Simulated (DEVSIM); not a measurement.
Structure: Schottky contact on n-type GaN, at 300 K.

Layer 1 from the left is GaN, thickness (μm) 0.950, Nd (cm⁻³) 9.6e15, τn (s) 5.8e-10, τp (s) 5.8e-10. Layer 2 from the left is GaN, thickness (μm) 1.30, Nd (cm⁻³) 6.1e17, τn (s) 5.8e-10, τp (s) 5.8e-10.

Left contact: Schottky, work function 5.23 eV, emission velocity 3.5e6 cm/s. Right contact: ohmic. Voltage is applied to the left contact. Recombination: SRH at mid-gap, radiative, Auger. Mobility is constant in doping.

This is a model device: material constants are rounded textbook-type values typed into the input, and sizes, dopings and lifetimes were drawn at random. Values at 300 K.

GaN: gap (eV) 3.43, affinity (eV) 4.1, permittivity 9.5, Nc (cm⁻³) 2.3e18, Nv (cm⁻³) 4.6e19, μn (cm²/Vs) 1200, μp (cm²/Vs) 100, B (cm³/s) 1e-11, Cn (cm⁶/s) 1e-30, Cp (cm⁶/s) 1e-30.

Model (solved in DEVSIM): 1D drift-diffusion, Boltzmann statistics, complete ionisation; no tunnelling, impact ionisation, image-force lowering or self-heating. Metal contacts follow the ideal Schottky-Mott rule: no Fermi-level pinning, no interface dipoles.

Dark forward current:

```tsv
|V| (V)	|J| (A/cm²)
0.05	7.547e-13
0.10	5.967e-12
0.15	4.197e-11
0.20	2.906e-10
0.25	2.007e-9
0.30	1.386e-8
0.35	9.562e-8
0.40	6.597e-7
0.45	4.549e-6
0.50	3.136e-5
0.55	0.0002160
0.60	0.001486
0.65	0.01022
0.70	0.07006
0.75	0.4787
0.80	3.237
0.85	21.05
0.90	116.5
0.95	428.2
1.00	993.8
1.05	1725
1.10	2551
```

Task: Work out the local ideality factor n = ΔV / (kT/q · ln(J2/J1)) between the rows 0.15 and 0.20 V, 1.05 and 1.10 V.

Result: kT/q = 25.85 mV. From 0.15 to 0.20 V: ln(2.906e-10/4.197e-11) = 1.935, n = 1.00, near the 1 of diffusion or emission over a barrier. From 1.05 to 1.10 V: ln(2551/1725) = 0.391, n = 4.94; the layers' resistance at their doping, Σ W/(qμN) = 5.3e-5 Ω cm², would take 43 mV of this step of 50 mV.

Task: Estimate the current at 0.50 V for emission alone, J0 = q v N_band exp(−φB/kT), and read the barrier back from the simulated current.

Result: φB = 1.130 eV, N_band = 2.30e18 cm⁻³, J0 = 1.34e-13 A/cm²; J = J0 (exp(qV/kT) − 1) = 3.36e-5 A/cm². The simulation gives 3.14e-5 A/cm²; the estimate lies 7.1 % above. Read backwards, the simulated current gives an apparent barrier of 1.132 eV. The estimate leaves out transport through the depletion region and minority injection.
